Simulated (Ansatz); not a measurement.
The starting structures come from a database of crystals and need not be the phases stable at ambient conditions.

The decay constant κ of evanescent states in the gap governs leakage through a thin film.

Data:

```xyz
12
Lattice="7.3478 0.0000 0.0000 -3.6739 6.3633 0.0000 0.0000 0.0000 4.6462" Properties=species:S:1:pos:R:3 pbc="T T T"
Si     0.0000     0.0000     2.3231
Hg    -1.8369     3.1817     0.0000
Hg     1.8369     3.1817     0.0000
Hg     3.6739     0.0000     0.0000
S      0.0000     4.2422     1.0569
S      3.6739     2.1211     3.5893
F      0.0000     1.4090     1.3458
F      3.6739     4.9543     3.3004
F      2.4536     5.6588     1.3458
F      1.2202     0.7045     3.3004
F     -2.4536     5.6588     1.3458
F      6.1275     0.7045     3.3004
```

Space group of this cell: P-3m1. The cell was relaxed by PBE-D3(BJ); by r2SCAN its mean pressure is -1.7 GPa.

Transport runs along the normal of the first two printed cell vectors, the (001) plane of the conventional cell.

The gap is the functional's own, uncorrected, and κ follows it; spin-orbit coupling is left out. Mid-gap values are interpolated between the computed energies.

Problem. Predict the band gap and the smallest decay constant κ at mid-gap from Ansatz (an electronic-structure program) with r2SCAN.

Solution. Gap 3.42 eV on a 6×6×8 mesh; κ = 0.377 1/Å, at the zone centre.
